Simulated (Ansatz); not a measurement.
Start from Te (space group P3_121, No. 152; a = 4.521 Å, c = 5.954 Å; made of chains).

(Cell as relaxed with PBE.)

Levels (all Ansatz, a first-principles code, PAW): PBE (420 eV, spin-orbit coupling left out); r2SCAN (500 eV, scalar-relativistic without spin-orbit coupling).

Each level relaxes its own structure.

```tsv
base	PBE	r2SCAN
volume per atom	35.13 Å³	36.44 Å³
lattice parameter a	4.521 Å	4.624 Å
band gap	0.23 eV	0.55 eV
```

The change: holes 1.5×10^21 cm⁻³, on a uniform background at fixed cell.

```csv
quantity,PBE,r2SCAN
gap between the host's bands,0.24 eV,___
Fermi level relative to the doped band's edge (positive inside the band; to 0.05 eV),+0.25 eV,___
shift of the gap caused by the change,+0.01 eV,___
```

**Question.** Predict the r2SCAN column.

**Answer.** 
- gap between the host's bands, r2SCAN: 0.56 eV
- Fermi level relative to the doped band's edge (positive inside the band; to 0.05 eV), r2SCAN: +0.25 eV
- shift of the gap caused by the change, r2SCAN: +0.01 eV

PBE's gap between the host's bands lies 0.313 eV below r2SCAN's; the two agree on the Fermi level from band edge and shift of the gap caused by the change. Neither level is exact; r2SCAN is the comparison here, not a measurement.

Carriers are added with a uniform compensating background; total energy and stress of such cells depend on the potential's zero and are not compared; many-body gap narrowing is missing at this level. Spin-orbit coupling, missing from the scalar runs, can matter with Te. No phonon test of stability was made. No dispersion term is included, though the crystal is made of layers, chains or molecules, so its spacings can come out too wide. The zero or small gap of Te can change with the level of theory.
